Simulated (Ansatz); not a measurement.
InP under load (space group F-43m), r2SCAN with spin-orbit coupling, rigid bands in Ansatz (an electronic-structure program). Condition of this run: hydrostatic pressure 10 GPa (the target of the relaxation). Band gap 1.65 eV, N_c = 1.08e18 cm⁻³ and N_v = 2.17e19 cm⁻³ at 300 K, conductivity masses of 0.127 mₑ (electrons) and 0.500 mₑ (holes). Take k_BT = 0.02585 eV.

**Question.** What thermal injection velocity √(2k_BT/πm) limits a ballistic channel?

**Answer.** 1.51e7 cm/s for electrons and 7.61e6 cm/s for holes, a ratio of √(m_h/m_e) = 1.98, for dilute carriers.

**Question.** Find the intrinsic carrier density and the intrinsic Fermi level.

**Answer.** n_i = √(N_c N_v) exp(−E_g/2k_BT) = 4.84e18 × exp(−31.91) = 6.7e4 cm⁻³. The level lies (k_BT/2) ln(N_v/N_c) = 39 meV from mid-gap (positive towards the conduction band). Each 0.1 eV added to the gap lowers n_i by a factor of 6.9.

Rigid bands with the computed gap; masses take one relaxation time for all states.
